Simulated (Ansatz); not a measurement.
**LiSrH₃ (model structure, started from the BaLiH3 type, Pm-3m, No. 221, 5 atoms in the cell)**

Method: G0W0@PBEsol+SOC (plane waves, hard PAW, contour deformation, complete-basis limit, spin–orbit shift from PBEsol; Ansatz, a first-principles code).

Numerical settings: largest k mesh 8×8×8 (not extrapolated in the mesh).

Cell (relaxed with PBEsol):

```yaml
crystal:
  lattice:
    - [3.75225, 0.00000, 0.00000]
    - [0.00000, 3.75225, 0.00000]
    - [0.00000, 0.00000, 3.75225]
  atoms:
    - { symbol: Sr, position: [0.00000, 0.00000, 0.00000] }
    - { symbol: Li, position: [0.50000, 0.50000, 0.50000] }
    - { symbol: H, position: [0.50000, 0.00000, 0.50000] }
    - { symbol: H, position: [0.00000, 0.50000, 0.50000] }
    - { symbol: H, position: [0.50000, 0.50000, 0.00000] }
```

band gap: 3.54 eV

Note: spin–orbit coupling enters as the shift of the gap found with a semilocal functional; the relaxation could raise the start's symmetry but not lower it, so the cell can be a saddle point.

The result took very roughly 2.0 core-hours.

A model structure was made by putting elements into a prototype or built by hand; it is no filed structure, need not be a known phase, and can be a saddle point held by its symmetry.
